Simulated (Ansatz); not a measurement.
# SiO2: stress against strain

SiO2 (quartz, P3_221, 13.373 Å³/atom at rest, c along z) under an equal strain ε in the (0001) plane with the normal axis free, as in a coherent film. PBE in Ansatz, a plane-wave DFT program (PAW, default set), 420 eV, 8×8×6 Γ-centred mesh, Fermi-Dirac smearing 0.05 eV; ions are relaxed within the symmetry of each cell. Stress is positive for a compressed cell.

Here s stands for strain and y for stress xx.

| strain (%) | stress xx (GPa) |
|---|---|
| -1.50 | 1.28 |
| -0.75 | 0.62 |
| 0.00 | 0.00 |
| 0.75 | -0.56 |
| 1.50 | -1.10 |
| 3.00 | ? |

Q: Using a straight line, estimate the missing y at s = 3.00 from the other rows, showing the fit.

A: Means: s 0, y 0.048. About the means, the sum of products is -4.4550 and the sum of squares of s is 5.6250; the slope is their ratio. Least squares gives y = 0.048 - 0.7920·s. Residuals (row less fit): 0.044, -0.022, -0.048, -0.014, 0.040; standard error 0.047 (degrees of freedom: 3). The slope gives the biaxial elastic modulus of this plane = 79 ± 2.0 GPa. At the withheld row, y = 0.048 - 0.7920 × 3.00 = -2.328 GPa. The calculation gives -2.09 GPa, 0.238 GPa above the prediction (7.1 % of the range of y in the table). The row lies outside the fitted rows, so this is an extrapolation. From the scatter of the fitted rows alone, a prediction at this place has a standard error of 0.078 GPa, so the miss is 3.1 times that.

One order more, fitted to all 9 runs of the series, follows each within 0.01, so the miss is the next term of a smooth law. Rows are the converged runs of the series near zero and its far end; series whose fitted rows scatter by over a few per cent of the range, as at a crossing or softening among them, aren't shown in this form. Most that stay on the fit to the last digits aren't either.
